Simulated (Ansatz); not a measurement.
# BeSe: response to strain

The reference is BeSe in the zinc blende structure (space group F-43m, No. 216).

```xyz
2
Lattice="0.0000 2.5645 2.5645 2.5645 0.0000 2.5645 2.5645 2.5645 0.0000" Properties=species:S:1:pos:R:3 pbc="T T T"
Be     0.0000     0.0000     0.0000
Se     1.2822     1.2822     1.2822
```

Strains are applied to the cell and any free atomic positions relax.

Level of theory: PBEsol in Ansatz (plane waves to 420 eV, PAW, no spin-orbit coupling).

Candidates:
(a) isotropic strain +2.00 %
(b) isotropic strain −1.00 %
(c) isotropic strain +1.00 %
(d) isotropic strain +0.50 %

Before the change:

- Smallest direct gap = 4.28 eV

Order them by smallest direct gap, lowest first.

(a) isotropic strain +2.00 % (3.86 eV), (c) isotropic strain +1.00 % (4.07 eV), (d) isotropic strain +0.50 % (4.18 eV), (b) isotropic strain −1.00 % (4.51 eV)

Stability against distortions was not tested.

Ansatz is a quantum-chemistry and plane-wave program.
